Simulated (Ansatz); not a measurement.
For LuAg2 (I4/mmm, No. 139; structure not from a measured cell), PBEsol (plane waves, PAW; Ansatz, a quantum-chemistry and plane-wave program) gives:

```
Property              Value
------------------  -------
lattice constant a  3.602 Å
c axis length       9.018 Å
```

Problem. What does r²SCAN in Ansatz (PAW) give for the same quantities?

Solution. 
- lattice constant a: 3.634 Å (grows by 0.9 %)
- lattice parameter c: 9.115 Å (rises by 1.1 %)

Changes are worked out from the printed values.

Unless a cell is named, each level is at its own relaxed cell (PBEsol 19.50, r²SCAN 20.07 Å³/atom).

Levels without +SOC leave out spin–orbit coupling, which shifts energies and cells of such heavy elements.

Caveats: the relaxation could not lower the start's symmetry, so the cell can be a saddle point above a distorted one (PBEsol, r²SCAN). Ansatz's density-functional and Hartree–Fock values are scalar-relativistic unless marked +SOC, with PAW data made under PBE.
